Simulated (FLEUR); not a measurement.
Worked example: self-consistent single point of Nb (Im-3m, 1 atom in the cell) in FLEUR.

Method: PBEsol, all-electron FLAPW (FLEUR), scalar-relativistic valence in FLEUR.

```
Nb
1.0
   -1.63400     1.63400     1.63400
    1.63400    -1.63400     1.63400
    1.63400     1.63400    -1.63400
Nb
1
Direct
  0.00000   0.00000   0.00000
```

Reference input (self-consistent single point, DFT, PBE, all-electron FLAPW (FLEUR), scalar-relativistic valence): Kmax = 4 1/bohr; GmaxXC = 12 1/bohr; xcFunctional = pbe; jspins = 1; l_soc = F; mode = gauss; fermiSmearingEnergy = 0.00183747 Htr; mesh (inpgen div1-3) = 11 11 11; inpgen gamma flag = false; Gmax = 12 1/bohr; numbands = 0; maxIterBroyd = 15. This run's input differs from it in these lines:

```diff
@@ -13,2 +13,3 @@
 &comp jspins=1 /
+&exco xctyp='PBEs' /
 &kpt div1=11 div2=11 div3=11 /
@@ -25,3 +26,3 @@
       <coreElectrons ctail="T" frcor="F" kcrel="0" coretail_lmax="0"/>
-      <xcFunctional name="pbe" relativisticCorrections="F"/>
+      <xcFunctional name="PBEs" relativisticCorrections="F"/>
       <magnetism jspins="1"/>
```

Log, with long lists cut:

```
 Iteration:     1   Distance:      12.36206737 me/bohr^3
 Iteration:     2   Distance:      11.32777580 me/bohr^3
 Iteration:     3   Distance:       4.34486902 me/bohr^3
 Iteration:     4   Distance:       1.97190112 me/bohr^3
 Iteration:     5   Distance:       0.93967354 me/bohr^3
   [... 5 lines left out ...]
 Iteration:    11   Distance:       0.00054033 me/bohr^3
 Iteration:    12   Distance:       0.00002250 me/bohr^3
 Iteration:    13   Distance:       0.00001179 me/bohr^3
 Iteration:    14   Distance:       0.00000010 me/bohr^3
 Run finished successfully
 Stop message:
   Structural relaxation: Done

[file out, last iteration]
             iter=     15
[...]
          total density-effective poten   -6.2104331515E+03
          total charge density-energy d   -1.1699385347E+02
 Updated energy parameters for spin:           1
[...]
 fermi energy and band-weighting factors:
    0.696394    0.873401    0.873401

[...]
FERMIE:
          first approx. to ef    (T=0)  :   0.499479 htr   (energy of the highest occ. eigenvalue)
          number of occ. states  (T=0)  :        357
          first approx. to seigv (T=0)  :  -4.404006 htr
          sum of weights of occ. states :   6.510143
          sum of semicore charge        :   0.000000 e
          fermi energy=   0.49983 har   work function= -13.60110 ev
          number of valence electrons=  13.00000
   [... lines left out ...]
          total moment                 =     0.00000
 Direct bandgap for spin            1 :    3.9413403474538589E-003  Htr
   [... lines left out ...]
 ---->    (input%tkb*entropy) TS=              0.0000000000 htr
 ---->    free energy=                     -3818.3849184453 htr
      extrapolation for T->0
 ---->    total electron energy=           -3818.3849184453 htr
 ***** TOTAL FORCES ON ATOMS *****
 TOTAL FORCE FOR ATOM TYPE=  1  X=  0.000   Y=  0.000   Z=  0.000
                       FX_TOT= 0.000000 FY_TOT= 0.000000 FZ_TOT= 0.000000
 Structural relaxation: Done
```

The run converged in 14 iterations. FLEUR gives forces in its relaxation mode, with a further iteration, so its stop message speaks of a relaxation. 

The starting cell has typed, rounded lattice constants, without a prior relaxation at this level. Its lattice was rescaled by a random factor within 2.5 % of one. Spin polarisation is off. Values depend on the basis (sphere radii, cutoffs, local orbitals), which need not be converged. The log's line on a gap gives a spacing of levels on this mesh, which the program prints for metals too.
